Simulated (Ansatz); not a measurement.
**A computed series for Na2CO3: pressure series**

Consider Na$_{2}$CO$_{3}$ (space group P6_3/mmc, No. 194; a = 5.216 Å, c = 6.132 Å; a cell from a computed database, its experimental status unchecked).

Cell and atoms are relaxed at each pressure.

Method: Kohn–Sham DFT with the r2SCAN functional, run in Ansatz (a first-principles code) with PAW and 500 eV plane waves, no SOC.

Candidates:
(a) pressure 7 GPa
(b) pressure −1 GPa
(c) pressure 75 GPa

Base values:

| Item | Value |
|---|---|
| Band gap | 3.98 eV |

**Question.** Order them by band gap, lowest first.

**Answer.** (b) pressure −1 GPa (3.89 eV), (a) pressure 7 GPa (4.50 eV), (c) pressure 75 GPa (5.51 eV)

From pressure 75 GPa on, the axis ratios lie over 15 % from the base's, so the cell there is far from its starting form. Load acts through the strain it causes; cell and atoms are relaxed under it. Whether these cells are dynamically stable was not tested. Competing high-pressure phases were not computed.
